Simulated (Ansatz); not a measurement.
This Ansatz (a program for electronic structure) input is the reference run, Ge in the diamond structure (space group Fd-3m, No. 227), computed with LDA in Ansatz (plane waves to 420 eV, PAW, no spin-orbit coupling):

Ansatz 0.2 input:
```yaml
crystal:
  lattice:
    - [0, 2.8110925615, 2.8110925615]
    - [2.8110925615, 0, 2.8110925615]
    - [2.8110925615, 2.8110925615, 0]
  atoms:
    - { symbol: Ge, position: [0, 0, 0] }
    - { symbol: Ge, position: [0.25, 0.25, 0.25] }
basis: { ecutwfc: 420, ecutrho_ratio: 4, xc_grid: 2, fft_grid_basis: typed }
kpoints: { mp_grid: { grid: [14, 14, 14] } }
hamiltonian:
  xc: lda
  dispersion: none
  pseudopotentials: { kind: paw }
scf: { occupations: { method: fermi_dirac, width: 0.05 }, convergence: { dr2_threshold: 0.0000000002 } }
output: { forces: true, stress: true }
checkpoint: { write: state.ck, write_every: 1000 }
```

Task: Write the input for this change: tensile biaxial strain of 2.50 % in the plane normal to [111], as in epitaxy on a mismatched substrate; the out-of-plane cell vector and the atoms relax.

Result: 
Ansatz 0.2 input:
```yaml
crystal:
  lattice:
    - [4.0748723562, 0, 0]
    - [2.0374361781, 3.5289429776, 0]
    - [2.0374361781, -1.1763143259, 3.205395468]
  atoms:
    - { symbol: Ge, position: [0, 0, 0] }
    - { symbol: Ge, position: [0.5, 0.25, 0.75] }
basis: { ecutwfc: 420, ecutrho_ratio: 4, xc_grid: 2, fft_grid_basis: typed }
kpoints: { mp_grid: { grid: [14, 14, 14] } }
hamiltonian:
  xc: lda
  dispersion: none
  pseudopotentials: { kind: paw }
scf: { occupations: { method: fermi_dirac, width: 0.05 } }
relax: { f_tol: 0.005, max_steps: 50, cell: { stress_tol: 0.01, fix: [a, b, gamma] } }
output: { forces: true, stress: true }
checkpoint: { write: state.ck, write_every: 1000 }
```
This is the input that was run; other choices of cell and start would serve too.

Stability against distortions was not tested.
